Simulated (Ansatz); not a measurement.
System: TaRu (model structure, Fm-3m, No. 225, 2 atoms in the cell). Method: LDA in Ansatz (PAW).

Numerical settings: plane-wave cutoff 520 eV, 20×20×20 k mesh, Fermi–Dirac smearing 0.05 eV, no spin polarisation, scalar-relativistic PAW data made under PBE.

Cell (relaxed at this level):

```
RuTa
1.0
    0.00000     2.55548     2.55548
    2.55548     0.00000     2.55548
    2.55548     2.55548     0.00000
Ru Ta
1 1
Cartesian
  0.00000   0.00000   0.00000
  2.55548   2.55548   2.55548
```

Question: Estimate the bulk modulus that the calculation returns.

Answer: 
* **bulk modulus**: 231 GPa

Note: the run has no spin polarisation, so it can have missed a magnetic state; the bulk modulus is −V dP/dV from two relaxed cells at ±2 % in volume; the relaxation could raise the start's symmetry but not lower it, so the cell can be a saddle point.

Spin–orbit coupling is not included.

Static lattice: no zero-point or thermal effects.

Computing time: very roughly 80 core-seconds.

A model structure was made by putting elements into a prototype or built by hand; it is no filed structure, need not be a known phase, and can be a saddle point held by its symmetry.

Ansatz is an electronic-structure program.
